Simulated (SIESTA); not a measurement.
# A self-consistent single point of W (Im-3m, 1 atom in the cell) with SIESTA

Method: GGA PBE, numerical atomic orbitals TZP, PseudoDojo PBE standard norm-conserving potentials (rewritten from UPF to PSML) (SIESTA).

This input was run:

```
# files in the folder: W.psml (PseudoDojo PBE standard)
SystemName  W
SystemLabel W

NumberOfAtoms                1
NumberOfSpecies              1
%block ChemicalSpeciesLabel
  1 74 W
%endblock ChemicalSpeciesLabel
LatticeConstant              1.0 Bohr
%block LatticeVectors
    -2.995518264    2.995518264    2.995518264
     2.995518264   -2.995518264    2.995518264
     2.995518264    2.995518264   -2.995518264
%endblock LatticeVectors
AtomicCoordinatesFormat      Bohr
%block AtomicCoordinatesAndAtomicSpecies
     0.000000000    0.000000000    0.000000000  1
%endblock AtomicCoordinatesAndAtomicSpecies

XC.functional                GGA
XC.authors                   PBE
PAO.BasisSize                TZP
PAO.EnergyShift              0.01 Ry
MeshCutoff                   400 Ry
%block kgrid.MonkhorstPack
   19   0   0  0.0
    0  19   0  0.0
    0   0  19  0.0
%endblock kgrid.MonkhorstPack
OccupationFunction           FD
ElectronicTemperature        136.0 meV

MaxSCFIterations             150
SCF.Mixer.Method             Pulay
SCF.Mixer.Weight             0.25
SCF.Mixer.History            6
SCF.DM.Tolerance             1.0E-04
Diag.ParallelOverK           true
WriteForces                  true
Charge.Mulliken              end
```

Output (repeated stretches shortened):

```
reinit: Reading from file input.fdf

reinit: System Name: W
reinit: System Label: W

coor:   Atomic-coordinates input format  =     Cartesian coordinates
coor:                                            (in Bohr units)

siesta: Atomic coordinates (Bohr) and species
siesta:      0.00000   0.00000   0.00000  1        1

siesta: System type = bulk

initatomlists: Number of atoms, orbitals, and projectors:      1    25    32

siesta: ******************** Simulation parameters ****************************
redata: Spin configuration                          = none
redata: Time-Reversal Symmetry                      = T
redata: Number of Atomic Species                    =        1
redata: Mesh Cutoff                                 =   400.0000 Ry
redata: Net charge of the system                    =     0.0000 |e|
redata: Min. number of SCF Iter                     =        0
redata: Max. number of SCF Iter                     =      150
redata: SCF convergence failure will abort job
redata: SCF mix quantity                            = Hamiltonian
redata: Mix DM or H after convergence               =   F
redata: Recompute H after scf cycle                 =   F
redata: Mix DM in first SCF step                    =   T
redata: No kicks to SCF
redata: DM Mixing Weight for Kicks                  =     0.5000
redata: Require Harris convergence for SCF          =   F
redata: Harris energy tolerance for SCF             =     0.000100 eV
redata: Require DM convergence for SCF              =   T
redata: DM tolerance for SCF                        =     0.000100
redata: Require EDM convergence for SCF             =   F
redata: EDM tolerance for SCF                       =     0.001000 eV
redata: Require H convergence for SCF               =   T
redata: Hamiltonian tolerance for SCF               =     0.001000 eV
redata: Require (free) Energy convergence for SCF   =   F
redata: (free) Energy tolerance for SCF             =     0.000100 eV
redata: Using DFT-D3 dispersion                     =   F
redata: Using Saved Data (generic)                  =   F
redata: Method of Calculation                       = Diagonalization
redata: Electronic Temperature                      =  1578.2145 K
redata: Number of TDED substeps                     =        3
redata: Dynamics option                             = Single-point calculation
redata: Save all siesta data in one NC              =   F
redata: ***********************************************************************

%block SCF.Mixers
  Pulay
%endblock SCF.Mixers

%block SCF.Mixer.Pulay
  # Mixing method
  method pulay
  variant stable

  # Mixing options
  weight 0.2500
  weight.linear 0.2500
  history 6
%endblock SCF.Mixer.Pulay

DM_history_depth set to one: no extrapolation allowed by default for geometry relaxation
Size of DM history Fstack: 1
Total number of electrons:    14.000000
Total ionic charge:    14.000000

* ProcessorY, Blocksize:    1  26

* Orbital distribution balance (max,min):    25    25

 Kpoints in:         3610 . Kpoints trimmed:         3430

siesta: k-grid: Number of k-points = 3430
siesta: k-points from Monkhorst-Pack grid
siesta: k-cutoff (effective) =    26.083 Ang
siesta: k-point supercell and displacements
siesta: k-grid:    19     0     0      0.000
siesta: k-grid:     0    19     0      0.000
siesta: k-grid:     0     0    19      0.000

diag: Algorithm                                     = D&C
diag: Parallel over k                               =   F
diag: Use parallel 2D distribution                  =   F
diag: Parallel block-size                           = 26
diag: Parallel distribution                         =     1 x     1
diag: Used triangular part                          = Lower
diag: Absolute tolerance                            =  0.100E-15
diag: Orthogonalization factor                      =  0.100E-05
diag: Memory factor                                 =  1.0000

superc: Internal auxiliary supercell:     9 x     9 x     9  =     729
superc: Number of atoms, orbitals, and projectors:    729  18225  23328

                        Single-point calculation

superc: Internal auxiliary supercell:     9 x     9 x     9  =     729
superc: Number of atoms, orbitals, and projectors:    729  18225  23328

outcell: Unit cell vectors (Ang):
       -1.585160    1.585160    1.585160
        1.585160   -1.585160    1.585160
        1.585160    1.585160   -1.585160

outcell: Cell vector modules (Ang)   :    2.745578    2.745578    2.745578
outcell: Cell angles (23,13,12) (deg):    109.4712    109.4712    109.4712
outcell: Cell volume (Ang**3)        :     15.9323
new_DM -- step:     1
Initializing Density Matrix...

Attempting to read DM from file... Failed...
DM filled with atomic data:

InitMesh: MESH = 30 x 30 x 30 = 27000
InitMesh: Mesh cutoff (required, used) =   400.000   494.958 Ry

stepf: Fermi-Dirac step function

        iscf     Eharris(eV)        E_KS(eV)     FreeEng(eV)     dDmax    Ef(eV) dHmax(eV)
   scf:    1    -2059.230380    -2062.649710    -2062.673082  1.418439 -2.059894  5.298164
   scf:    2    -2063.374000    -2063.028998    -2063.054020  0.167999 -2.422621  3.231470
   scf:    3    -2063.384707    -2063.250493    -2063.278289  0.206801 -2.986814  0.023709
   scf:    4    -2063.250826    -2063.250711    -2063.278399  0.004610 -2.976559  0.060219
   scf:    5    -2063.250772    -2063.250747    -2063.278451  0.004139 -2.988139  0.009422
   scf:    6    -2063.250739    -2063.250743    -2063.278453  0.000726 -2.990990  0.000709
mix: Pulay -- inversion failed, > SVD [rank/size] 3 / 5
   scf:    7    -2063.250744    -2063.250744    -2063.278453  0.000019 -2.990936  0.000397

SCF Convergence by DM+H criterion
max |DM_out - DM_in|         :     0.0000191901
max |H_out - H_in|      (eV) :     0.0003974372
SCF cycle converged after 7 iterations

Using DM_out to compute the final energy and forces

siesta: E_KS(eV) =            -2063.2507

siesta: E_KS - E_eggbox =     -2063.2507

siesta: Atomic forces (eV/Ang):
     1    0.000000   -0.000000   -0.000000
   Tot    0.000000   -0.000000   -0.000000
   Max    0.000000
   Res    0.000000    sqrt( Sum f_i^2 / 3N )
   Max    0.000000    constrained

Stress tensor Voigt[x,y,z,yz,xz,xy] (kbar):      -28.42      -28.42      -28.42        0.04        0.04        0.04
(Free)E + p*V (eV/cell)    -2062.9958
Target enthalpy (eV/cell)    -2063.2785

siesta: Program's energy decomposition (eV):
siesta: Ebs     =      -441.162500
siesta: Eions   =      3738.163597
siesta: Ena     =      1191.195248
siesta: Ekin    =       551.386954
siesta: Enl     =       341.212200
siesta: Eso     =         0.000000
siesta: Edftu   =         0.000000
siesta: DEna    =        40.832462
siesta: DUscf   =         0.951579
siesta: DUext   =         0.000000
siesta: Ex      =      -420.128341
siesta: Ec      =       -30.537248
siesta: Exc     =      -450.665589
siesta: Eharris =     -2063.250744
siesta: Etot    =     -2063.250744
siesta: FreeEng =     -2063.278453

siesta: Stress tensor (static) (eV/Ang**3):
siesta:    -0.017738    0.000026    0.000026
siesta:     0.000026   -0.017738    0.000026
siesta:     0.000026    0.000026   -0.017738

siesta: Cell volume =         15.932330 Ang**3

siesta: Pressure (static):
siesta:                Solid            Molecule  Units
siesta:           0.00019319          0.00019319  Ry/Bohr**3
siesta:           0.01773804          0.01773804  eV/Ang**3
siesta:          28.41947769         28.41947769  kBar

mulliken: Atomic and Orbital Populations:

Species: W
Atom  Qatom  Qorb
               5s      6s      6s      6s      5py     5pz     5px     6py
               6pz     6px     5dxy    5dyz    5dz2    5dxz    5dx2-y2 5dxy
               5dyz    5dz2    5dxz    5dx2-y2 5dxy    5dyz    5dz2    5dxz
               5dx2-y2
   1 14.000   1.849   0.759  -0.710   0.778   1.941   1.941   1.941   0.337
              0.337   0.337   0.976   0.976   0.767   0.976   0.767  -0.082

             -0.082   0.002  -0.082   0.002   0.134   0.134  -0.065   0.134

             -0.065

mulliken: Qtot =       14.000

Mulliken Atomic Populations:
Atom #   charge [q] valence [e]  Species
     1     0.000000   14.000000  W
 Total     0.000000
```

The run converged in 7 iterations.

The starting cell comes from a database of computed structures (which also holds hypothetical and non-ambient phases and stackings), without a prior relaxation at this level. Spin polarisation is off. Values carry the incompleteness of an atom-centred basis.

Cost on one core of a shared machine: roughly 2 min.
